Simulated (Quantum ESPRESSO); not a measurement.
Quantum ESPRESSO run on SrZnIn3 (I4mm, 5 atoms in the cell): self-consistent single point.

Method of the run: LDA (PZ), GBRV 1.5 ultrasoft (LDA) pseudopotentials (plane waves; Quantum ESPRESSO).

The change in words: lattice scaled by 0.98. Reference geometry:
```xyz
5
Lattice="-2.3376 2.3376 6.1210 2.3376 -2.3376 6.1210 2.3376 2.3376 -6.1210" Properties=species:S:1:pos:R:3 pbc="T T T"
Sr     0.0000     0.0000     0.0585
Zn     0.0000     0.0000     7.5162
In     0.0000     2.3376     2.9623
In     2.3376     0.0000     2.9623
In     0.0000     0.0000     4.8638
```

Reference input (self-consistent single point, DFT, LDA (PZ), plane waves, GBRV 1.5 ultrasoft (LDA) pseudopotentials): ecutwfc = 50 Ry; ecutrho = 250 Ry; occupations = smearing; smearing = fd; degauss = 0.0073499 Ry; potentials = {Sr: sr_lda_v1.uspp.F.UPF, Zn: zn_lda_v1.uspp.F.UPF, In: in_lda_v1.4.uspp.F.UPF}; K_POINTS = automatic 5 5 5 0 0 0; conv_thr = 1e-10 Ry. This run's input differs from it in these lines:

```diff
@@ -27,7 +27,7 @@
 ATOMIC_POSITIONS bohr
-Sr    0.000000000    0.000000000    0.110580813
-Zn    0.000000000    0.000000000   14.203619575
-In    0.000000000    4.417336861    5.597980137
-In    4.417336861    0.000000000    5.597980137
-In    0.000000000    0.000000000    9.191162528
+Sr    0.000000000    0.000000000    0.108369200
+Zn    0.000000000    0.000000000   13.919547601
+In    0.000000000    4.328990275    5.486020699
+In    4.328990275    0.000000000    5.486020699
+In    0.000000000    0.000000000    9.007339548
 K_POINTS automatic
@@ -35,5 +35,5 @@
 CELL_PARAMETERS angstrom
-  -2.337554000     2.337554000     6.121009000
-   2.337554000    -2.337554000     6.121009000
-   2.337554000     2.337554000    -6.121009000
+  -2.290803000     2.290803000     5.998589000
+   2.290803000    -2.290803000     5.998589000
+   2.290803000     2.290803000    -5.998589000
```

Output (repeated stretches shortened):

```
     Self-consistent Calculation

     iteration #  1     ecut=    50.00 Ry     beta= 0.70

---- Real-time Memory Report at c_bands before calling an iterative solver
           239 MiB given to the printing process from OS
           127 MiB allocation reported by mallinfo(arena+hblkhd)
------------------

     negative rho (up, down):  6.173E-02 0.000E+00

     total energy              =    -841.26858267 Ry
     estimated scf accuracy    <     122.04456880 Ry

     iteration #  2     ecut=    50.00 Ry     beta= 0.70

---- Real-time Memory Report at c_bands before calling an iterative solver
   [... lines left out ...]
           332 MiB given to the printing process from OS
           157 MiB allocation reported by mallinfo(arena+hblkhd)
------------------

     negative rho (up, down):  6.539E-02 0.000E+00

     total energy              =    -930.93254019 Ry
     estimated scf accuracy    <          1.1E-09 Ry

     iteration # 18     ecut=    50.00 Ry     beta= 0.70

---- Real-time Memory Report at c_bands before calling an iterative solver
           332 MiB given to the printing process from OS
           157 MiB allocation reported by mallinfo(arena+hblkhd)
------------------

     negative rho (up, down):  6.539E-02 0.000E+00
     End of self-consistent calculation

     the Fermi energy is    10.0622 ev

!    total energy              =    -930.93254019 Ry
     estimated scf accuracy    <          7.9E-11 Ry
     smearing contrib. (-TS)   =      -0.00408191 Ry
     internal energy E=F+TS    =    -930.92845828 Ry

     convergence has been achieved in  18 iterations

     negative rho (up, down):  6.539E-02 0.000E+00

     Forces acting on atoms (cartesian axes, Ry/au):

     atom    1 type  1   force =     0.00000000    0.00000000    0.00129171
     atom    2 type  2   force =     0.00000000    0.00000000    0.00055584
     atom    3 type  3   force =     0.00000000    0.00000000   -0.00133917
     atom    4 type  3   force =     0.00000000    0.00000000   -0.00133917
     atom    5 type  3   force =    -0.00000000    0.00000000    0.00083080

     Total force =     0.002501     Total SCF correction =     0.000050

     negative rho (up, down):  6.539E-02 0.000E+00
          total   stress  (Ry/bohr**3)                   (kbar)     P=      -21.67
  -0.00011873   0.00000000   0.00000000          -17.47        0.00        0.00
   0.00000000  -0.00011873   0.00000000            0.00      -17.47        0.00
   0.00000000   0.00000000  -0.00020454            0.00        0.00      -30.09

   JOB DONE.
```

The run converged in 18 iterations. Against the reference run the free energy falls by 30.7 meV/atom, the pressure goes from -4.35 to -2.17 GPa and the largest force goes from 0.066 to 0.034 eV/Å.

The starting cell comes from a database of computed structures (which also holds hypothetical and non-ambient phases and stackings), without a prior relaxation at this level. Its lattice was rescaled by a random factor within 2.5 % of one. For this run, on top of that: lattice scaled by 0.98.

Cost on one core of a shared machine: roughly 8 min.
